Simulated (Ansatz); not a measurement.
Take GaN in the wurtzite structure (space group P6_3mc, No. 186) as the base.

```yaml
crystal:
  lattice:
    - [3.18330, 0.00000, 0.00000]
    - [-1.59165, 2.75682, 0.00000]
    - [0.00000, 0.00000, 5.18388]
  atoms:
    - { symbol: Ga, position: [0.66667, 0.33333, 0.00099] }
    - { symbol: Ga, position: [0.33333, 0.66667, 0.50099] }
    - { symbol: N, position: [0.66667, 0.33333, 0.62421] }
    - { symbol: N, position: [0.33333, 0.66667, 0.12421] }
```

Cartesian axes are those of the cell as printed.

All numbers come from r2SCAN (Ansatz, an electronic-structure program, PAW, no SOC), earlier PAW set.

For the base:

- Valence-band top at Γ = 0.00, 0.00, -0.04 eV

Now apply this change: tensile biaxial strain of 0.79 % in the plane normal to [001], as in epitaxy on a mismatched substrate; the out-of-plane cell vector and the atoms relax.

**Question.** Estimate the effect on the out-of-plane strain.

**Answer.** The out-of-plane strain comes out as -0.37 %.

**Question.** Predict the new valence-band top at Γ.

**Answer.** The valence-band top at Γ (three highest levels, from the VBM) becomes 0.00, -0.03, -0.03 eV (base: 0.00, 0.00, -0.04 eV).

The levels and masses belong to the bands next to the band gap. Stability against distortions was not tested.
